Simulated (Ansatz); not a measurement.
System: GaN (model structure, started from the HgO type, P6₄22, No. 181, 6 atoms in the cell). Method: r²SCAN+rVV10 in Ansatz (plane waves, PAW).

Settings: plane-wave cutoff 560 eV, 18×18×8 k mesh (along the axes of the cell as run), Fermi–Dirac smearing 0.05 eV, scalar-relativistic PAW data made under PBE.

Cell (relaxed at this level):

Space group P6₄22 (No. 181); a = 3.117 Å, b = 3.117 Å, c = 7.360 Å, α = 90.00°, β = 90.00°, γ = 120.00°

```
atom  site  symmetry       x       y       z
----  ----  --------  ------  ------  ------
Ga      3d       222  0.5000  0.0000  0.5000
N       3c       222  0.5000  0.0000  0.0000
```

Q: Estimate the band gap and smallest direct gap on the k points sampled that the calculation returns.

A: 
* **band gap**: 1.92 eV (indirect)
* **smallest direct gap on the k points sampled**: 1.98 eV

Note: the relaxation could raise the start's symmetry but not lower it, so the cell can be a saddle point.

Spin–orbit coupling is not included.

Cost on a shared machine: very roughly 100 core-seconds.

A model structure was made by putting elements into a prototype or built by hand; it is no filed structure, need not be a known phase, and can be a saddle point held by its symmetry.

Ansatz is a first-principles code.
